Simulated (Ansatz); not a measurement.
Start from W in the bcc (W type) structure (space group Im-3m, No. 229; a = 3.184 Å; relaxed with 0.1 eV smearing).

Calculations: PBE, PAW, 420 eV (Ansatz, an electronic-structure program; no spin-orbit coupling).

For the base:

```
Property    Value
--------  -------
Pressure  0.0 GPa
Band gap     zero
```

The change: the cell is scaled by 0.9750 in all directions; the atoms relax in the strained cell.

### Question
What does the calculation give for the energy relative to the base after the change?

### Answer
The energy goes up by 93 meV/atom.

### Question
What happens to the pressure?

### Answer
The pressure goes from zero to 26.9 GPa.

### Question
Predict the new band gap.

### Answer
The band gap remains zero.

No phonon test of stability was made. All final runs are without spin polarisation.
